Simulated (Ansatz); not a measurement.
**H on the 1x1 (10-10) surface of wurtzite ZnO (cut with top plane O + Zn), one in a 1x1 cell, started at the site 'bridge Zn-Zn (span 3.3 Å) #2'**

Host crystal: wurtzite ZnO, with a band gap (PBE, scalar-relativistic without spin-orbit coupling).

The numbers are results of PBE (plane waves to 420 eV, PAW; Ansatz, a first-principles code), not measurements.

Slab: 17 atoms, 9.4 Å thick at the start under the adsorbate (thin: gaps and levels are the slab's own); k 6x4x1, smearing 0.01 eV, dipole-corrected; 8 atoms held, the rest relaxed; no symmetry held; spin-polarised, ending with about 1.0 μB a cell, a value that depends on the mesh; orders that need a larger cell were not tried, no spin-orbit, no U, no dispersion correction. The slab shows no gap over 0.04 eV on its mesh. At the end it is bonded to Zn. In PBE this state lies 1.55 eV over the lowest of the starts that converged ('top O').

```json
{
 "adsorption energy against ½ H2(g)": "39.2 kcal/mol",
 "change_of_the_step_from_the_bottom_to_the_top_vacuum_level_against_the_clean_slab": "0.58 eV",
 "energy_released_by_relaxation": "0.48 eV",
 "height of the binding atom over the mean of the host atoms within 0.3 Å of the top one": "1.467 Å",
 "nearest_host_atoms_of_the_binding_atom": "Zn at 1.59 Å, O at 2.85 Å, O at 3.04 Å",
 "largest_move_of_a_host_atom": "0.41 Å",
 "note": "in the relaxation the adsorbate left its starting site by 0.9 Å",
 "cost": "very roughly 16 core-minutes"
}
```

A negative adsorption energy means that the adsorbate is more stable on the surface than in its reference.
